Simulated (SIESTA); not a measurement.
Band structure of LaSiPt (I4_1md, 6 atoms in the cell).

```
LaSiPt
1.0
   -2.17115     2.17115     7.42984
    2.17115    -2.17115     7.42984
    2.17115     2.17115    -7.42984
La Si Pt
2 2 2
Direct
  0.32996   0.32996   0.00000
  0.07996   0.57996   0.50000
  0.74963   0.74963   0.00000
  0.49963   0.99963   0.50000
  0.91741   0.91741   0.00000
  0.66741   0.16741   0.50000
```

Method: SIESTA with GGA PBEsol, numerical atomic orbitals DZP, PseudoDojo PBEsol standard norm-conserving potentials (rewritten from UPF to PSML).

Settings: XC.functional = GGA; XC.authors = PBEsol; potentials = PseudoDojo PBEsol standard; PAO.BasisSize = DZP; PAO.EnergyShift = 0.01 Ry; MeshCutoff = 400 Ry; kgrid.MonkhorstPack = 6 6 6; OccupationFunction = FD; ElectronicTemperature = 100 meV; MaxSCFIterations = 150; SCF.Mixer.Method = Pulay; SCF.Mixer.Weight = 0.2; SCF.Mixer.History = 6; SCF.DM.Tolerance = 1.0E-04.

The starting cell comes from a database of computed structures (which also holds hypothetical and non-ambient phases and stackings), without a prior relaxation at this level. Its lattice was rescaled by a random factor within 2.5 % of one. Spin-orbit coupling is off. Spin polarisation is off. Values carry the incompleteness of an atom-centred basis.

Levels in eV from the Fermi level, bands 30 to 35:
```json
[
 {"point": "Γ", "30": "-0.34", "31": "-0.34", "32": "0.27", "33": "0.41", "34": "0.41", "35": "0.54"},
 {"point": "X", "30": "-2.49", "31": "-1.32", "32": "-1.32", "33": "-0.63", "34": "-0.63", "35": "0.13"},
 {"point": "Y", "30": "-2.51", "31": "-1.27", "32": "-1.27", "33": "-0.63", "34": "-0.63", "35": "0.15"},
 {"point": "S", "30": "-1.88", "31": "-1.39", "32": "-0.95", "33": "0.02", "34": "0.42", "35": "1.05"},
 {"point": "Z", "30": "-1.63", "31": "-0.29", "32": "-0.29", "33": "0.35", "34": "0.35", "35": "0.69"},
 {"point": "S1", "30": "-1.88", "31": "-1.39", "32": "-0.95", "33": "0.02", "34": "0.42", "35": "1.05"},
 {"point": "N", "30": "-2.29", "31": "-0.92", "32": "-0.83", "33": "-0.48", "34": "0.88", "35": "1.11"},
 {"point": "P", "30": "-2.49", "31": "-1.31", "32": "-1.31", "33": "-0.66", "34": "-0.66", "35": "0.16"},
 {"point": "Y1", "30": "-2.51", "31": "-1.27", "32": "-1.27", "33": "-0.63", "34": "-0.63", "35": "0.15"}
]
```

Bands cross the Fermi level along this path, so the cell is metallic at this level.

Higher empty bands are left out: an atom-centred basis made for the valence describes them poorly.
